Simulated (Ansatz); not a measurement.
Consider SiO₂ in the rutile structure (space group P4_2/mnm, No. 136; a = 4.155 Å, c = 2.661 Å).

Calculations: LDA (Ansatz, a quantum-chemistry and plane-wave program, PAW, scalar-relativistic without spin-orbit coupling).

Before the change:

The electron mass comes out as 0.40 mₑ along c, 0.52 mₑ across (at Γ). The valence-band top at Γ is 0.00, -0.91, -0.91 eV and the hole mass comes out as 1.7 mₑ along c, 1.1 mₑ across (at Γ).

Perturbation: the cell is scaled by 1.0060 in all directions; the atoms relax in the strained cell.

How does this affect the mean gap deformation potential ΔEg/Δln V?

The mean gap deformation potential ΔEg/Δln V amounts to -16.8 eV.

Predict the new electron mass.

The electron mass goes from 0.40 mₑ along c, 0.52 mₑ across (at Γ) to 0.39 mₑ along c, 0.50 mₑ across (at Γ).

How does this affect the valence-band top at Γ?

The valence-band top at Γ (three highest levels, from the VBM) becomes 0.00, -0.89, -0.89 eV (base: 0.00, -0.91, -0.91 eV).

How does this affect the hole mass?

The hole mass is still 1.7 mₑ along c, 1.1 mₑ across (at Γ).

Masses are band curvatures over ±0.01 Å⁻¹ around the edge. No phonon test of stability was made.
